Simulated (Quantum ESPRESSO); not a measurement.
A self-consistent single point of TaC (Fm-3m, 2 atoms in the cell) with Quantum ESPRESSO.

Method: LDA (PZ), GBRV 1.5 ultrasoft (LDA) pseudopotentials (plane waves; Quantum ESPRESSO 7.5).

```xyz
2
Lattice="-2.2585 0.0000 2.2585 0.0000 2.2585 2.2585 -2.2585 2.2585 0.0000" Properties=species:S:1:pos:R:3 pbc="T T T"
Ta     0.0000     0.0000     0.0000
C     -2.2585     2.2585     2.2585
```

Reference input (self-consistent single point, DFT, LDA (PZ), plane waves, GBRV 1.5 ultrasoft (LDA) pseudopotentials): ecutwfc = 40 Ry; ecutrho = 320 Ry; occupations = smearing; smearing = fd; degauss = 0.0073499 Ry; potentials = {Ta: ta_lda_v1.uspp.F.UPF, C: c_lda_v1.2.uspp.F.UPF}; K_POINTS = automatic 10 10 10 0 0 0; conv_thr = 1e-10 Ry; mixing_beta = 0.5. This run's input differs from it in these lines:

```diff
@@ -17,3 +17,3 @@
   smearing = 'fd'
-  degauss = 0.0073499
+  degauss = 0.02205
 /
```

The program printed (abridged):

```
     Self-consistent Calculation

     iteration #  1     ecut=    40.00 Ry     beta= 0.50

     negative rho (up, down):  9.447E-02 0.000E+00

     total energy              =    -153.33083486 Ry
     estimated scf accuracy    <       0.57918415 Ry

     iteration #  2     ecut=    40.00 Ry     beta= 0.50

     negative rho (up, down):  9.562E-02 0.000E+00

     total energy              =    -153.50255493 Ry
     estimated scf accuracy    <       0.25682465 Ry

     iteration #  3     ecut=    40.00 Ry     beta= 0.50

     negative rho (up, down):  9.717E-02 0.000E+00

     total energy              =    -153.54686985 Ry
     estimated scf accuracy    <       0.00214919 Ry

   [... 7 blocks of this kind left out ...]

     iteration # 11     ecut=    40.00 Ry     beta= 0.50

     negative rho (up, down):  9.750E-02 0.000E+00

     total energy              =    -153.54729364 Ry
     estimated scf accuracy    <          2.5E-10 Ry

     iteration # 12     ecut=    40.00 Ry     beta= 0.50

     negative rho (up, down):  9.750E-02 0.000E+00
     End of self-consistent calculation

     the Fermi energy is    18.7447 ev

!    total energy              =    -153.54729364 Ry
     estimated scf accuracy    <          3.1E-12 Ry
     smearing contrib. (-TS)   =      -0.01455965 Ry
     internal energy E=F+TS    =    -153.53273399 Ry

     convergence has been achieved in  12 iterations

     negative rho (up, down):  9.750E-02 0.000E+00

     Forces acting on atoms (cartesian axes, Ry/au):

     atom    1 type  1   force =     0.00000000    0.00000000    0.00000000
     atom    2 type  2   force =    -0.00000000   -0.00000000    0.00000000

     Total force =     0.000000     Total SCF correction =     0.000000

     negative rho (up, down):  9.750E-02 0.000E+00
          total   stress  (Ry/bohr**3)                   (kbar)     P=     -221.45
  -0.00150538   0.00000000   0.00000000         -221.45        0.00        0.00
   0.00000000  -0.00150538  -0.00000000            0.00     -221.45       -0.00
   0.00000000  -0.00000000  -0.00150538            0.00       -0.00     -221.45

   JOB DONE.
```

The run converged in 12 iterations. Against the reference run the free energy falls by 41.3 meV/atom and the pressure goes from -22.97 to -22.14 GPa.

The starting cell comes from a database of computed structures (which also holds hypothetical and non-ambient phases and stackings), without a prior relaxation at this level. Its lattice was rescaled by a random factor within 2.5 % of one. Spin polarisation is off. With a pressure of about -22 GPa the cell is away from its equilibrium volume at this level.
